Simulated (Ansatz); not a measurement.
The starting structures come from a database of crystals and need not be the phases stable at ambient conditions.

 Where the default PAW files enter, the runs use the earlier of Ansatz's two default sets.

By PBEsol, the system below comes out a metal.

A figure of merit of an interconnect metal is its ballistic conductance per area.

Data:

```
Ag
1.0
    5.04223     0.00000     0.00000
    0.00000     9.46371     0.00000
    2.52111     0.00000     1.45557
Ag
4
Direct
  0.00000   0.00000   0.00000
  0.00000   0.50000   0.00000
  0.66667   0.25000   0.00000
  0.33333   0.75000   0.00000
```

Space group of this cell: P6_3/mmc. The cell is taken as given; by PBEsol its mean pressure is -4.3 GPa.

The current flows along the normal of the first two printed cell vectors, the (110) plane of the conventional cell. No spin-orbit coupling; the value is a mean over 0.1 eV about the Fermi level.

### Question
State the ballistic conductance per area according to PBEsol in Ansatz (an electronic-structure program).

### Answer
0.90 × 10¹⁵ S/m² for both spins.
